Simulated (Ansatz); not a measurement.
Input and output of a relaxation of the atoms for RbTlS2O8 (P1, 12 atoms in the cell) (Ansatz, a quantum-chemistry and plane-wave program).

Level of theory: PBEsol, default PAW files made with PBE (plane waves; Ansatz).

The change in words: atoms moved at random; relax: default → atoms; relax.f_tol: default → 0.005 eV/Å. Reference geometry:
```
CELL_PARAMETERS angstrom
      2.42539     1.40030     8.52811
     -2.42539     1.40030     8.52811
      0.00000    -2.80060     8.52811
ATOMIC_POSITIONS crystal
  Rb 0.00000 0.00000 0.00000
  Tl 0.50000 0.50000 0.50000
  S  0.24145 0.24145 0.24145
  S  0.75855 0.75855 0.75855
  O  0.29743 0.29743 0.29743
  O  0.70257 0.70257 0.70257
  O  0.06660 0.77354 0.49445
  O  0.49445 0.06660 0.77354
  O  0.77354 0.49445 0.06660
  O  0.50555 0.22646 0.93340
  O  0.22646 0.93340 0.50555
  O  0.93340 0.50555 0.22646
```

Reference input (self-consistent single point, DFT, PBEsol, plane waves, default PAW files made with PBE): kpoints.mp_grid.grid = 4 4 4; hamiltonian.xc = pbesol; hamiltonian.pseudopotentials = {kind: paw} (the program's default PAW files); scf.occupations.method = fixed. This run's input differs from it in these lines:

Ansatz 0.2 input:
```diff
@@ -6,14 +6,14 @@
   atoms:
-    - { symbol: Rb, position: [0.00000000, 0.00000000, 0.00000000] }
-    - { symbol: Tl, position: [0.50000000, 0.50000000, 0.50000000] }
-    - { symbol: S, position: [0.24145000, 0.24145000, 0.24145000] }
-    - { symbol: S, position: [0.75855000, 0.75855000, 0.75855000] }
-    - { symbol: O, position: [0.29743000, 0.29743000, 0.29743000] }
-    - { symbol: O, position: [0.70257000, 0.70257000, 0.70257000] }
-    - { symbol: O, position: [0.06660000, 0.77354000, 0.49445000] }
-    - { symbol: O, position: [0.49445000, 0.06660000, 0.77354000] }
-    - { symbol: O, position: [0.77354000, 0.49445000, 0.06660000] }
-    - { symbol: O, position: [0.50555000, 0.22646000, 0.93340000] }
-    - { symbol: O, position: [0.22646000, 0.93340000, 0.50555000] }
-    - { symbol: O, position: [0.93340000, 0.50555000, 0.22646000] }
+    - { symbol: Rb, position: [0.00158900, 0.00146500, -0.00204400] }
+    - { symbol: Tl, position: [0.49227600, 0.51521200, 0.49195400] }
+    - { symbol: S, position: [0.23926400, 0.23492000, 0.24765600] }
+    - { symbol: S, position: [0.77334100, 0.75331100, 0.74985900] }
+    - { symbol: O, position: [0.29817000, 0.29611800, 0.29299900] }
+    - { symbol: O, position: [0.69435200, 0.71233900, 0.70735700] }
+    - { symbol: O, position: [0.05699800, 0.77391000, 0.50981200] }
+    - { symbol: O, position: [0.48903700, 0.06491800, 0.77770200] }
+    - { symbol: O, position: [0.77916400, 0.50205700, 0.05329500] }
+    - { symbol: O, position: [0.52293700, 0.20645700, 0.93140300] }
+    - { symbol: O, position: [0.20755400, 0.93832400, 0.51438300] }
+    - { symbol: O, position: [0.94531800, 0.50097000, 0.22562500] }
 kpoints:
@@ -25,2 +25,4 @@
   occupations: { method: fixed }
+relax:
+  f_tol: 0.005
 output:
```

Output, abridged:

```
   [... SCF lines of the steps left out ...]
relax step   1: F+E_penalty+E_count = -20765.03791713 eV  Δ(F+E_penalty+E_count) = +0.000e0 eV  max|allowed force component| = 5.921e0 eV/Å  Δτ_max = 0.0000 Å  (8 SCF iters, dr2 threshold 6.25e-7 eV, accepted)
relax step   2: F+E_penalty+E_count = -20765.81947569 eV  Δ(F+E_penalty+E_count) = -7.816e-1 eV  max|allowed force component| = 3.312e0 eV/Å  Δτ_max = 0.0942 Å  (7 SCF iters, dr2 threshold 1.00e-4 eV, accepted)
   [... lines left out ...]
relax step  14: F+E_penalty+E_count = -20766.35032968 eV  Δ(F+E_penalty+E_count) = -7.601e-4 eV  max|allowed force component| = 4.034e-2 eV/Å  Δτ_max = 0.0201 Å  (8 SCF iters, dr2 threshold 8.55e-8 eV, accepted)
relax step  15: F+E_penalty+E_count = -20766.35046256 eV  Δ(F+E_penalty+E_count) = -1.329e-4 eV  max|allowed force component| = 3.923e-3 eV/Å  Δτ_max = 0.0052 Å  (5 SCF iters, dr2 threshold 2.80e-7 eV, accepted)
relax step  16: F+E_penalty+E_count = -20766.35046267 eV  Δ(F+E_penalty+E_count) = -1.140e-7 eV  max|allowed force component| = 3.941e-3 eV/Å  Δτ_max = 0.0000 Å  (3 SCF iters, accepted)
Stability not checked: this state was not tested for a lower state beside it, because too few of the mixer's solves of this state at the end of the SCF gave a …
Free energy (F): -20766.350463 eV
Internal energy: -20766.350463 eV  (E = F + TS)
E sigma→0 (E₀):  -20766.350463 eV
Fermi energy:    3.686849 eV
--- Forces (eV/Å), atoms counted from 1 ---
  atom   1  Rb     0.00079982    -0.00113597     0.00027220
  atom   2  Tl     0.00078073    -0.00138713     0.00063585
  atom   3  S      0.00333822     0.00178762     0.00105201
  atom   4  S     -0.00226615    -0.00222713    -0.00171011
  atom   5  O     -0.00268022     0.00086464    -0.00144285
  atom   6  O     -0.00005856     0.00281984     0.00135074
   [... lines left out ...]
    - { symbol: O, position: [0.6638171010044012, 0.5109120886870412, 0.1248056655854613] }
    - { symbol: O, position: [0.5915973045871814, 0.1820226212749514, 0.9048377329649944] }
    - { symbol: O, position: [0.33614154317129796, 0.8753295208604127, 0.48897660262030407] }
    - { symbol: O, position: [1.017625195008809, 0.40339764493069213, 0.1841681603219285] }
```

The run converged. 

Summary of the result:
- Free energy E − TS (on the zero of these files): -20766.3505 eV
- Top of the valence band (on the code's own zero): 3.69 eV
- Gap on the k-point mesh: 2.54 eV
- Pressure: 0.99 GPa
- Largest force (vector length): 0.004 eV/Å
- Relaxation steps: 16

The starting cell comes from a database of computed structures (which also holds hypothetical and non-ambient phases and stackings), without a prior relaxation at this level. Its lattice was rescaled by a random factor within 2.5 % of one. For this run, on top of that: atoms moved at random. Spin-orbit coupling is off. Ansatz's pressure includes its estimate of the finite-basis (Pulay) stress. Without the estimate this run gives 0.39 GPa.

Cost on one core of a shared machine: roughly 7 min.
